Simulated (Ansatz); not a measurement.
The starting structures come from a database of crystals and need not be the phases stable at ambient conditions.

Tunnelling through a barrier is set by its complex band structure: the current falls as exp(−2κd) with the smallest κ.

Input:

```xyz
8
Lattice="7.1297 0.0000 0.0000 0.0000 7.3376 0.0000 2.3766 -3.6688 2.1182" Properties=species:S:1:pos:R:3 pbc="T T T"
K      3.5649     0.0000     0.0000
As     0.0000     0.0000     0.0000
F      3.3978     4.8935     1.4111
F      6.1086    -1.2247     0.7071
F      3.3978     2.4441     1.4111
F      6.1086     1.2247     0.7071
F      8.1509     0.0000     1.4142
F      1.3554     3.6688     0.7040
```

Space group of this cell: R-3m. The cell is taken as given; by PBEsol its mean pressure is 1.8 GPa.

Transport runs along the normal of the first two printed cell vectors, the (100) plane of the conventional cell.

The gap is the functional's own, uncorrected, and κ follows it; spin-orbit coupling is left out. Mid-gap values are interpolated between the computed energies.

Question: Estimate the band gap and the smallest decay constant κ at mid-gap that PBEsol run with Ansatz (an electronic-structure program) returns for this system.

Answer: Gap 5.33 eV on a 14×14×14 mesh; κ = 0.519 1/Å, at the zone centre.
